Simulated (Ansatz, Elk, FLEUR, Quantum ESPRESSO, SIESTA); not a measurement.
Code comparison for KTaO3 (Pm-3m, 5 atoms in the cell)

Self-consistent single point.

```xyz
5
Lattice="4.0768 0.0000 0.0000 0.0000 4.0768 0.0000 0.0000 0.0000 4.0768" Properties=species:S:1:pos:R:3 pbc="T T T"
K      2.0384     2.0384     2.0384
Ta     0.0000     0.0000     0.0000
O      0.0000     2.0384     0.0000
O      2.0384     0.0000     0.0000
O      0.0000     0.0000     2.0384
```

Shared settings, as Ansatz (an electronic-structure program) writes them: kpoints.mp_grid.grid = 6 6 6; magnetization.spin_orbit = true; scf.occupations.method = fixed. Potentials and cutoffs stand in the table.

```tsv
code	model	pressure (GPa)	gap on the mesh (eV)	cutoff
Quantum ESPRESSO	PBE, spin-orbit coupling, PseudoDojo fully relativistic norm-conserving (PBE) pseudopotentials	-7.43	1.938	85 Ry
Ansatz	PBE with spin-orbit coupling, default PAW files	-7.38	1.922	420 eV
Elk	PBE, spin-orbit coupling in second variation, all-electron FP-LAPW, Elk's shipped species files, default APW+lo basis	–	1.875	rgkmax 7
FLEUR	PBE, all-electron FLAPW (FLEUR), scalar-relativistic valence with spin-orbit coupling in second variation	–	1.907	Kmax 4.6 1/bohr
SIESTA	GGA PBE with spin-orbit coupling, numerical atomic orbitals TZP, PseudoDojo PBE fully relativistic norm-conserving potentials (rewritten from UPF to PSML)	–	1.684	grid 350 Ry
```

A dash marks a value that a program does not give, or that is left out as unsure.

Gaps are read on the mesh.

The spread over the programs that give each value: pressure within 0.05 GPa; gap on the mesh within 0.254 eV.

SIESTA uses small atom-centred bases, whose incompleteness enters pressures, forces and empty levels differently from a plane-wave cutoff. Elk and FLEUR treat all electrons, but the usual bases taken here (sphere radii, linearisation, local orbitals, empty states) were not tested for convergence, so the values are no reference for the others. In the gap, SIESTA (by 0.247) lies more than 0.12 eV from the median of the plane-wave programs.

The starting cell comes from a database of computed structures (which also holds hypothetical and non-ambient phases and stackings), without a prior relaxation at this level. Its lattice was rescaled by a random factor within 2.5 % of one.

Keys are those of Ansatz 0.2.
